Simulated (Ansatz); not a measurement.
Consider the following.

End structure of a constructed model of the (111) surface of fcc Ag, a pseudomorphic layer of Ta in the other hollow (bottom of the slab: a bare face, its two planes held):

```yaml
crystal:
  lattice:
    - [2.93338, 0.00000, 0.00000]
    - [-1.46669, 2.54038, 0.00000]
    - [0.00000, 0.00000, 31.00000]
  atoms:
    - { symbol: Ag, position: [0.33333, 0.66667, 0.26173] }
    - { symbol: Ag, position: [0.66667, 0.33333, 0.33899] }
    - { symbol: Ag, position: [0.00000, 0.00000, 0.41611] }
    - { symbol: Ag, position: [0.33333, 0.66667, 0.49346] }
    - { symbol: Ag, position: [0.66667, 0.33333, 0.57108] }
    - { symbol: Ag, position: [0.00000, 0.00000, 0.64921] }
    - { symbol: Ta, position: [0.66667, 0.33333, 0.72732] }
```

Slab: 7 atoms, 14.8 Å thick at the start with caps and adatoms; k 15x15x1, smearing 0.1 eV, dipole-corrected; 2 atoms held, the rest relaxed; start symmetry kept, larger cells not searched; no spin, no spin-orbit, no U. In PBE it is, or lies within 0.01 eV a 1x1 cell of, the lowest of the 2 structures of its composition computed so far; subsurface sites and larger cells were not tried.

Q: Give the work function of the top face at the level PBE in Ansatz (a first-principles code).

A: 5.16 eV
